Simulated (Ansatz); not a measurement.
## AlPt₃ (space group I4/mcm, No. 140; a cell from a computed database, its experimental status unchecked)

```yaml
crystal:
  lattice:
    - [-2.72756, 2.72756, 3.91408]
    - [2.72756, -2.72756, 3.91408]
    - [2.72756, 2.72756, -3.91408]
  atoms:
    - { symbol: Al, position: [0.75000, 0.25000, 0.50000] }
    - { symbol: Al, position: [0.25000, 0.75000, 0.50000] }
    - { symbol: Pt, position: [0.75000, 0.75000, 0.00000] }
    - { symbol: Pt, position: [0.25000, 0.25000, 0.00000] }
    - { symbol: Pt, position: [0.21716, 0.71716, 0.93432] }
    - { symbol: Pt, position: [0.78284, 0.28284, 0.06568] }
    - { symbol: Pt, position: [0.71716, 0.78284, 0.50000] }
    - { symbol: Pt, position: [0.28284, 0.21716, 0.50000] }
```

Level of theory: Ansatz (a quantum-chemistry and plane-wave program) PBEsol, no spin-orbit coupling. k-mesh 12×12×12 (Γ-centred); smearing 0.05 eV (Fermi–Dirac).

```json
{
  "volume_per_atom": "14.56 Å³",
  "density": "17.46 g/cm³",
  "band_gap": "zero",
  "total_energy": "-9419.711 eV/atom (σ→0; compares only within this code and set-up)"
}
```

Whether these cells are dynamically stable was not tested. All final runs are without spin polarisation.
